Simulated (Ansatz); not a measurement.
Start from Sr3SnO in the anti-perovskite structure (space group Pm-3m, No. 221; a = 5.0919 Å).

Computed with PBEsol/PAW in Ansatz (an electronic-structure program), no spin-orbit coupling.

For the base:

```
Quantity            Value
---------------  --------
Volume per atom  26.40 Å³
```

Now apply this change: hydrostatic tension (pressure −2 GPa).

Q: Estimate the effect on the volume per atom.

A: The volume per atom grows by 1.22 Å³ (26.40 Å³ → 27.62 Å³).

Load acts through the strain it causes; cell and atoms are relaxed under it. Stability against distortions was not tested. The final runs are not spin-polarised.
